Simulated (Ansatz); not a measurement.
Consider ZrB2 (space group P6/mmm, No. 191; a = 3.155 Å, c = 3.506 Å; relaxed with 0.1 eV smearing).

Calculations: PBEsol/PAW in Ansatz (a first-principles code), scalar-relativistic without spin-orbit coupling.

For the base:

```
Item        Value
--------  -------
Pressure  0.0 GPa
```

Perturbation: the cell is scaled by 0.9950 in all directions; the atoms relax in the strained cell.

Question: Predict the new energy relative to the base.

Answer: The energy grows by 1.8 meV/atom.

Question: Predict the new pressure.

Answer: The pressure (mean of the normal stresses, compression positive) goes from zero to 3.9 GPa.

Whether these cells are dynamically stable was not tested. The final runs are not spin-polarised.
